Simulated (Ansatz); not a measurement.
Response to strain in Hf

The parent structure is Hf in the hcp (Mg type) structure (space group P6_3/mmc, No. 194; a = 3.158 Å, c = 5.004 Å; relaxed with 0.1 eV smearing). Axes: x lies along a and z along c of the hexagonal cell.

Strains are applied to the cell and any free atomic positions relax; under biaxial strain the out-of-plane vector relaxes too.

Computed with PBEsol, PAW, 420 eV (Ansatz, an electronic-structure program; spin-orbit coupling left out), earlier PAW set.

Notes on the quantities. pressure: mean of the normal stresses, compression positive; energy relative to the base: free energy F.

| case | volume per atom | pressure | energy relative to the base |
|---|---|---|---|
| base | 21.61 Å³ | 0.0 GPa | 0 meV/atom |
| biaxial strain +0.93 %, plane normal [001], relaxed out of plane | 21.87 Å³ | -1.3 GPa | – |
| biaxial strain +4.07 %, plane normal [001], relaxed out of plane | 22.76 Å³ | -5.0 GPa | – |
| isotropic strain −1.98 % | 20.35 Å³ | 7.5 GPa | +28 meV/atom |
| isotropic strain +0.74 % | 22.09 Å³ | (withheld) | +3.7 meV/atom |
| isotropic strain +5.08 % | 25.07 Å³ | -13.0 GPa | (withheld) |
| isotropic strain +5.25 % | 25.20 Å³ | -13.3 GPa | +167 meV/atom |
| uniaxial strain ε_zz = −5.26 % | 20.47 Å³ | 7.2 GPa | +43 meV/atom |
| tensor shear ε_xz = −1.12 % | 21.61 Å³ | 0.0 GPa | +1.6 meV/atom |

What belongs in the blanks?


- isotropic strain +0.74 %, pressure: -2.4 GPa
- isotropic strain +5.08 %, energy relative to the base: +157 meV/atom

No phonon test of stability was made. All final runs are without spin polarisation.
